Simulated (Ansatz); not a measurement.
A 54-atom cell of In(As,Sb) started in the zinc blende structure, site fractions As 0.556, Sb 0.444, short-range order 0.00 among the nearest mixed sites of the first mixed sublattice (0 is random, a negative value favours unlike neighbours), space group P1 at the end. The mixed sublattice has 27 sites.

The mixing enthalpy is taken against the end members in the zinc blende type, relaxed in the same cell and mesh.

Computed with PBE (plane waves to 420 eV, PAW; Ansatz, a quantum-chemistry and plane-wave program). Scalar-relativistic, without spin–orbit coupling; with elements this heavy it can move edges by tenths of an eV. Its k-point mesh 2×2×2 shifted by 0.5, 0.5, 0.5, Fermi–Dirac width 0.01 eV.

```tsv
cell	energy at zero smearing (eV)
InAs	-282270.668
InSb	-326229.870
In9As5Sb4	-301807.070
```

Problem. Work out the mixing enthalpy per mixed site and the interaction parameter Ω of a regular solution.

Solution. With x = 12/27 of the second end member, ΔH = [-301807.070 − 15/27 × (-282270.668) − 12/27 × (-326229.870)] / 27 = 37.8 meV against the separate end members. Ω = ΔH / x(1 − x) = 153 meV, which puts the top of the miscibility gap of this model at Ω / 2k = 890 K.
